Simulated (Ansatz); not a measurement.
Input and output of a relaxation of the atoms for Al3Os (P1, 4 atoms in the cell) (Ansatz, a first-principles code).

Computed with PBE (plane waves, PAW; Ansatz).

The change in words: atoms moved at random; relax: default → atoms; relax.f_tol: default → 0.005 eV/Å. Reference geometry:
```
CELL_PARAMETERS angstrom
      3.64673     0.00000     0.00000
      0.00000     3.64673     0.00000
      0.00000     0.00000     3.64673
ATOMIC_POSITIONS crystal
  Al 0.00000 0.50000 0.50000
  Al 0.50000 0.50000 0.00000
  Al 0.50000 0.00000 0.50000
  Os 0.00000 0.00000 0.00000
```

Reference input (self-consistent single point, DFT, PBE, plane waves, default PAW files): basis.ecutwfc = 420 eV; kpoints.mp_grid.grid = 12 12 12; hamiltonian.xc = pbe; hamiltonian.pseudopotentials = {kind: paw} (the program's default PAW files); scf.occupations.method = fermi_dirac; scf.occupations.width = 0.1 eV. This run's input differs from it in these lines:

Ansatz 0.2 input:
```diff
@@ -7,6 +7,6 @@
   atoms:
-    - { symbol: Al, position: [0.000000, 0.500000, 0.500000] }
-    - { symbol: Al, position: [0.500000, 0.500000, 0.000000] }
-    - { symbol: Al, position: [0.500000, 0.000000, 0.500000] }
-    - { symbol: Os, position: [0.000000, 0.000000, 0.000000] }
+    - { symbol: Al, position: [0.002859, 0.500000, 0.499729] }
+    - { symbol: Al, position: [0.501643, 0.497907, 0.005088] }
+    - { symbol: Al, position: [0.496320, -0.001667, 0.499874] }
+    - { symbol: Os, position: [-0.000822, 0.003760, -0.004691] }
 basis:
@@ -20,2 +20,4 @@
   occupations: { method: fermi_dirac, width: 0.1 }
+relax:
+  f_tol: 0.005
 output:
```

Log, with long lists cut:

```
   [... SCF lines of the steps left out ...]
relax step   1: F+E_penalty+E_count = -12996.80041425 eV  Δ(F+E_penalty+E_count) = +0.000e0 eV  max|allowed force component| = 2.820e-1 eV/Å  Δτ_max = 0.0000 Å  (6 SCF iters, dr2 threshold 6.25e-7 eV, accepted)
relax step   2: F+E_penalty+E_count = -12996.80859267 eV  Δ(F+E_penalty+E_count) = -8.178e-3 eV  max|allowed force component| = 8.438e-2 eV/Å  Δτ_max = 0.0144 Å  (4 SCF iters, dr2 threshold 4.97e-6 eV, accepted)
relax step   3: F+E_penalty+E_count = -12996.80968625 eV  Δ(F+E_penalty+E_count) = -1.094e-3 eV  max|allowed force component| = 7.096e-4 eV/Å  Δτ_max = 0.0077 Å  (4 SCF iters, dr2 threshold 4.45e-7 eV, accepted)
relax step   4: F+E_penalty+E_count = -12996.80968631 eV  Δ(F+E_penalty+E_count) = -6.035e-8 eV  max|allowed force component| = 6.976e-4 eV/Å  Δτ_max = 0.0000 Å  (2 SCF iters, accepted)
Stability not checked: this state was not tested for a lower state beside it, because too few of the mixer's solves of this state at the end of the SCF gave a …
Free energy (F): -12996.809686 eV
Internal energy: -12996.759884 eV  (E = F + TS)
E sigma→0 (E₀):  -12996.784785 eV
Entropy (-TS):   -0.049802 eV (-12.450 meV/atom)
Fermi energy:    16.036968 eV
--- Forces (eV/Å), atoms counted from 1 ---
  atom   1  Al    -0.00019968    -0.00012008    -0.00008004
  atom   2  Al    -0.00062596     0.00039298    -0.00037241
  atom   3  Al     0.00069911     0.00014912    -0.00011668
  atom   4  Os     0.00013249    -0.00043560     0.00058986
--- Stress (GPa, compression-positive) ---
       41.744527       0.000003       0.000001
   [... lines left out ...]
  atoms:
    - { symbol: Al, position: [3.2425422802821555e-6, 0.5000042120497704, 0.5000010518540092] }
    - { symbol: Al, position: [0.5000147922149754, 0.4999926464420644, 7.765067187139562e-6] }
    - { symbol: Al, position: [0.499984922671519, -4.1335521209730525e-6, 0.5000018805869004] }
    - { symbol: Os, position: [-2.957428774729951e-6, 7.275060286004501e-6, -1.0697508096959622e-5] }
```

The run converged. 

Summary of the result:
- Free energy E − TS (on the zero of these files) = -12996.8097 eV
- Fermi level (on the code's own zero) = 16.04 eV
- Pressure = 41.74 GPa
- Relaxation steps = 4

The starting cell was generated: these elements placed on a structure prototype, without a prior relaxation; it need not be a known phase or ordering of this composition. Its lattice was rescaled by a random factor within 2.5 % of one. For this run, on top of that: atoms moved at random. Spin polarisation is off. Ansatz's pressure includes its estimate of the finite-basis (Pulay) stress.

Cost on one core of a shared machine: roughly 3 min.
